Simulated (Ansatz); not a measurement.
Band structure of ZnF2 (P4_2/mnm, 6 atoms in the cell).

```xyz
6
Lattice="4.7000 0.0000 0.0000 0.0000 4.7000 0.0000 0.0000 0.0000 3.1300" Properties=species:S:1:pos:R:3 pbc="T T T"
Zn     0.0000     0.0000     0.0000
Zn     2.3500     2.3500     1.5650
F      1.4241     1.4241     0.0000
F      3.7741     0.9259     1.5650
F      0.9259     3.7741     1.5650
F      3.2759     3.2759     0.0000
```

Method of the run: PBE (plane waves, PAW; Ansatz, an electronic-structure program).

Settings: basis.ecutwfc = 420 eV; kpoints.mp_grid.grid = 5 5 7; hamiltonian.xc = pbe; hamiltonian.pseudopotentials = {kind: paw} (the program's default PAW files); scf.occupations.method = fermi_dirac; scf.occupations.width = 0.01 eV; kpoints.band_path.npoints = 8.

The starting cell has typed, rounded lattice constants, without a prior relaxation at this level.

**Question.** Predict the gap along the standard path and the places of the band edges.

**Answer.** The gap along the path is 3.58 eV, direct at Γ to within 0.01 eV.

Levels in eV from the top of the valence band on the path, bands 23 to 30:
| point | 23 | 24 | 25 | 26 | 27 | 28 | 29 | 30 |
|---|---|---|---|---|---|---|---|---|
| Γ | -1.18 | -0.36 | -0.36 | 0.00 | 3.58 | 9.44 | 9.72 | 9.72 |
| X | -0.65 | -0.65 | -0.44 | -0.44 | 6.19 | 6.19 | 10.64 | 10.64 |
| M | -1.26 | -1.26 | -0.37 | -0.37 | 7.12 | 7.12 | 9.26 | 9.26 |
| Z | -1.31 | -1.31 | -1.26 | -1.26 | 8.34 | 8.34 | 11.99 | 11.99 |
| R | -1.34 | -1.34 | -0.06 | -0.06 | 8.86 | 8.86 | 10.42 | 10.42 |
| A | -1.26 | -1.26 | -0.80 | -0.80 | 8.18 | 8.18 | 11.57 | 11.57 |

Keys are those of Ansatz 0.2.
